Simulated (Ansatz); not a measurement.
Defect: In vacancy in bixbyite In2O3, charge state -3. The step: a nearby In atom hops onto the vacant site; the atom moves 3.85 Å along (0.25, 0.28, -0.03) of the unit cell; the moving atom starts with neighbours O at 2.07, O at 2.17, O at 2.25, 3 O at 2.27 Å and ends with O at 2.12, 2 O at 2.17, O at 2.26, 2 O at 2.29 Å. DFT values are from Ansatz (plane-wave PAW, 420 eV unless said) in a cell of 80 host sites, spin-restricted, static, with no finite-size correction. The charge state is imposed; whether it is stable for some Fermi level was not computed. Forms of the defect that were not tried may lie lower. The start lies 0.086 eV above the lowest site run (PBE). For the PBE band: the saddle point's order was not checked.

| Level | Forward barrier (eV) | Cost of the band or of the saddle's single point |
|---|---|---|
| CHGNet universal potential (has no charge state), its own band | 1.56 | - |
| PBE, one k-point at (0.250, 0.250, 0.250), band relaxed | 1.91 | around 50 core-minutes (rough) |
| PBE, a 2×2×2 k-point mesh shifted by half a step, same geometries | 1.91 | very roughly 8 core-minutes |
| r2SCAN at 500 eV, one k-point at (0.250, 0.250, 0.250), same geometries | 2.02 | roughly 4 core-minutes |

Ansatz is a program for electronic structure.
